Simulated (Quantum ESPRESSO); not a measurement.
## Effort and miss along a sweep of conv_thr: CsSnI3 (Pnma, 20 atoms in the cell)

Cell: a = 10.4917 Å, b = 4.7349 Å, c = 17.7850 Å, α = 90.00°, β = 90.00°, γ = 90.00°.

Computed with PBE, GBRV 1.5 ultrasoft (PBE) pseudopotentials (plane waves; Quantum ESPRESSO 7.5).

Base settings: ecutwfc = 40 Ry; ecutrho = 200 Ry; occupations = fixed; potentials = {Cs: cs_pbe_v1.uspp.F.UPF, Sn: sn_pbe_v1.4.uspp.F.UPF, I: i_pbe_v1.uspp.F.UPF}; K_POINTS = automatic 2 3 1 0 0 0; nbnd = 96; conv_thr = 1e-10 Ry; mixing_beta = 0.5.

Misses are taken against the tightest run, 7.3e-12 Ry, which need not be fully converged itself.

The count of work is k-points × plane waves × bands × iterations; it is no time, and leaves out set-up, grids and terms that scale otherwise. Core times come from one kind of shared machine and are given to one figure; runs under 30 s give none.

The starting cell comes from a database of computed structures (which also holds hypothetical and non-ambient phases and stackings), without a prior relaxation at this level. Its lattice was rescaled by a random factor within 2.5 % of one.

```tsv
conv_thr	pressure less reference (GPa)	largest difference in the force on any atom (eV/Å)	count of work / reference	core time / reference (rough)
0.0073 Ry	0.78	1.247	0.25	0.4
0.00073 Ry	-0.21	0.577	0.31	0.4
7.3e-05 Ry	-0.14	0.214	0.38	0.4
7.3e-06 Ry	0.10	0.021	0.50	0.5
7.3e-07 Ry	0.01	0.006	0.56	0.6
7.3e-08 Ry	-0.01	0.008	0.62	0.7
7.3e-10 Ry	0.00	0.001	0.75	0.8
1e-10 Ry	0.00	0.000	0.88	1
7.3e-12 Ry	0.00	0.000	1.0	1
```

Coarsest setting among those run that, with all tighter ones, holds the pressure within 0.5 GPa of the reference: 0.00073 Ry, off by 0.21 GPa; it needs 0.31 of the reference's count of work and about 0.4 of the reference's time.

Coarsest setting among those run that, with all tighter ones, holds the pressure within 0.05 GPa of the reference: 7.3e-07 Ry, off by 0.008 GPa; its saving against the reference is no more than about a factor of 2 in the count of work.

The step from 0.0073 Ry to 7.3e-10 Ry: it takes the miss in the pressure from 0.78 to 0.001 GPa, for 3.0 times the count of work and roughly 2 times the time.
